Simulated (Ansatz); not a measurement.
Results of G0W0@HSE06 (hard PAW, contour deformation; Ansatz, an electronic-structure program) for MgTe (P6₃/mmc, No. 194, 4 atoms in the cell; start mp-1017510; another space group than a measured phase of this formula).

The same calculation (at the PBEsol cell, 25.790 Å³/atom) with different numerical settings; throughout: k mesh 3×3×2:

| run | response cutoff (eV) | empty bands | quasiparticle gap on the mesh (eV) | quasiparticle gap at Γ (eV) | rough time |
|---|---|---|---|---|---|
| 1 | 100 | 430 | 1.775 | 3.267 | 10 core-min |
| 2 | 150 | 791 | 1.868 | 3.299 | 40 core-min |
| 3 | 200 | 1217 | 1.910 | 3.316 | 80 core-min |
| 4 | 250 | 1701 | 1.936 | 3.327 | 3 core-h |
| 5 | 300 | 2236 | 1.954 | 3.336 | 4 core-h |

In the column quasiparticle gap on the mesh (eV) the first row differs from the last by -0.179 and the next to last by -0.018.

The last row is no converged limit: other settings stay fixed.

Spin–orbit coupling is not included.

Note: GW on a hybrid start was not checked against another program.

A start named mp-… is a Materials Project structure, which need not be a measured phase.
